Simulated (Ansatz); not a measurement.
Base system: SiC in the wurtzite structure (space group P6_3mc, No. 186).

```xyz
4
Lattice="3.0759 0.0000 0.0000 -1.5380 2.6638 0.0000 0.0000 0.0000 5.0477" Properties=species:S:1:pos:R:3 pbc="T T T"
Si     1.5380     0.8879     0.0026
Si     0.0000     1.7759     2.5264
C      1.5380     0.8879     3.1532
C      0.0000     1.7759     0.6294
```

Cartesian axes are those of the cell as printed.

The values are results of PBEsol/PAW in Ansatz (a program for electronic structure), scalar-relativistic without spin-orbit coupling, not measurements.

Now apply this change: a pure shear with ε_yz = ε_zy = 0.0348; the atoms relax in the strained cell.

Question: Predict the stress tensor and what it implies for the stiffness.

Answer: Stress of the strained cell less that of the base (GPa, compression positive):
```
   0.41    0.00    0.00
   0.00   -0.59  -10.33
   0.00  -10.33    0.49
```

Then −Δσ/γ with γ = 2ε = 0.0696 gives secant stiffness values (nonlinear terms included at this strain): C44 ≈ 148 GPa.

As a check, the harmonic strain energy −½ V₀ Δσ:ε is 23 meV/atom; the computed energy rise is 23 meV/atom.

Whether these cells are dynamically stable was not tested.
